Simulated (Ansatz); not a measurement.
An Ansatz (a first-principles code) input (Kohn–Sham DFT with the PBEsol-D3(BJ) functional, run in Ansatz with PAW and 420 eV plane waves, no SOC):

Ansatz 0.2 input:
```yaml
crystal:
  lattice:
    - [3.5474657661, 0, 0]
    - [-1.7737328831, 3.0721954725, 0]
    - [0, 0, 5.632617074]
  atoms:
    - { symbol: Hf, position: [0, 0, 0] }
    - { symbol: S, position: [0.6666666667, 0.3333333333, 0.2618952611] }
    - { symbol: S, position: [0.3333333333, 0.6666666667, 0.7381047389] }
basis: { ecutwfc: 420, ecutrho_ratio: 4, xc_grid: 2, fft_grid_basis: typed }
kpoints: { mp_grid: { grid: [11, 11, 6] } }
hamiltonian:
  xc: pbesol
  dispersion: d3bj
  pseudopotentials: { kind: paw }
scf: { occupations: { method: fermi_dirac, width: 0.05 }, convergence: { dr2_threshold: 0.0000000003 } }
relax: { f_tol: 0.005, max_steps: 50 }
output: { forces: true, stress: true }
checkpoint: { write: state.ck, write_every: 1000 }
```

**Question.** Which symmetry and how many k-points will the program report, and about how many plane waves at Γ?

**Answer.** Space group P-3m1 (ITA 164) with 12 operations, k-points 84 of 726, and 1177 plane waves at Γ.

**Question.** And the final pressure?

**Answer.** -0.25 GPa (compression positive).

The cells carry an imposed strain or load. No phonon test of stability was made. The cell was made from HfS2 in the CdI2 type structure (space group P-3m1, No. 164; layered, stacked along the Cartesian z axis) by this change: uniaxial strain ε_zz = +1.00 %.
